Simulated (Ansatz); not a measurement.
Consider ZrSiO (space group P4/nmm, No. 129; a cell from a computed database, its experimental status unchecked).

```xyz
6
Lattice="3.2781 0.0000 0.0000 0.0000 3.2781 0.0000 0.0000 0.0000 7.2573" Properties=species:S:1:pos:R:3 pbc="T T T"
Zr     0.0000     1.6391     5.0059
Zr     1.6391     0.0000     2.2515
Si     1.6391     1.6391     0.0000
Si     0.0000     0.0000     0.0000
O      0.0000     1.6391     2.8216
O      1.6391     0.0000     4.4357
```

Cartesian axes are those of the cell as printed.

The values are results of PBEsol (Ansatz, an electronic-structure program; PAW; 420 eV plane waves; spin-orbit coupling left out), not measurements.

Before the change:

- Pressure = 0.0 GPa
- Volume per atom = 13.00 Å³
- Band gap = zero

Modification: compressive biaxial strain of 0.25 % in the plane normal to [001], as in epitaxy on a mismatched substrate; the out-of-plane cell vector and the atoms relax.

Task: Estimate the effect on the pressure.

Result: The pressure (mean of the normal stresses, compression positive) goes from zero to 0.7 GPa.

Task: What does the calculation give for the volume per atom after the change?

Result: The volume per atom shrinks by 0.05 Å³ (13.00 Å³ → 12.95 Å³).

Task: Estimate the effect on the band gap.

Result: The band gap stays zero.

Without a gap, meshes like the base's 14×14×7 leave anisotropic stresses uncertain by several tenths of a GPa, and small strain energies with them. Whether these cells are dynamically stable was not tested. All final runs are without spin polarisation. A zero or small gap of ZrSiO can be the functional's error rather than a property of the material.
